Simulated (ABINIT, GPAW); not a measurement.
An ABINIT input for a self-consistent single point of Ca3Mg (I4/mmm, 4 atoms in the cell) (DFT, PBEsol, plane waves, PAW (JTH v2.0 PBE PAW, files made for PBE)):

```
# Ca3Mg, JTH v2.0 PBE PAW
pp_dirpath "./"
pseudos "Ca.GGA_PBE-JTH.xml, Mg.GGA_PBE-JTH.xml"
acell 6.6228700057 6.6228700057 6.6228700057 Angstrom
rprim
        -0.4076022929    0.4076022929    0.8171418124
         0.4076022929   -0.4076022929    0.8171418124
         0.4076022929    0.4076022929   -0.8171418124
natom 4
ntypat 2
znucl 20 12
typat 1 1 1 2
xcart
        -0.0000000000   -0.0000000000   10.2268651947
         5.1013100042   -0.0000000000    5.1134325973
        -0.0000000000    5.1013100042    5.1134325973
         0.0000000000    0.0000000000    0.0000000000
ecut 40 Ry
pawecutdg 80 Ry
pawxcdev 0
ixc -116133
occopt 3
tsmear 0.00183747
nband 27
kptopt 1
ngkpt 7 7 7
nshiftk 1
shiftk 0 0 0
nstep 100
toldfe 1.0e-09
prtwf 0
prtden 0
enunit 2
```

Task: Write the same calculation as an input for GPAW.

Result: This is the input that was run; spellings and numerical settings could be chosen otherwise.

```python
from ase import Atoms
from ase.units import GPa
from gpaw import GPAW, PW, FermiDirac

atoms = Atoms(['Ca', 'Ca', 'Ca', 'Mg'],
              cell=[[-2.699497, 2.699497, 5.411824],
                    [2.699497, -2.699497, 5.411824],
                    [2.699497, 2.699497, -5.411824]],
              scaled_positions=[[0.500000, 0.500000, 0.000000],
                                [0.250000, 0.750000, 0.500000],
                                [0.750000, 0.250000, 0.500000],
                                [0.000000, 0.000000, 0.000000]],
              pbc=True)

calc = GPAW(mode=PW(850),
            xc='PBEsol',
            kpts=(7, 7, 7),
            occupations=FermiDirac(0.05),
            nbands=-10,
            convergence={'forces': 0.001},
            symmetry={'symmorphic': False, 'tolerance': 0.0005},
            maxiter=150,
            txt='-')

atoms.calc = calc

energy = atoms.get_potential_energy()
print('Energy (eV):', round(energy, 6))
forces = atoms.get_forces()
print('Forces (eV/Ang):')
print(forces.round(5))
stress = atoms.get_stress()
print('Stress (GPa, Voigt):', (stress / GPa).round(4))
```

Basis settings and potentials, where a program has them, do not carry over. This input uses DFT PBEsol, plane waves, GPAW PAW datasets PBEsol (made by gpaw-setup). Both were run: pressure -1.98 GPa in ABINIT and -1.83 in GPAW.

On GPAW: the starting cell comes from a database of computed structures (which also holds hypothetical and non-ambient phases and stackings), without a prior relaxation at this level. Its lattice was rescaled by a random factor within 2.5 % of one.

On ABINIT: the starting cell comes from a database of computed structures (which also holds hypothetical and non-ambient phases and stackings), without a prior relaxation at this level. Its lattice was rescaled by a random factor within 2.5 % of one. The potentials were made for another functional than the one used.
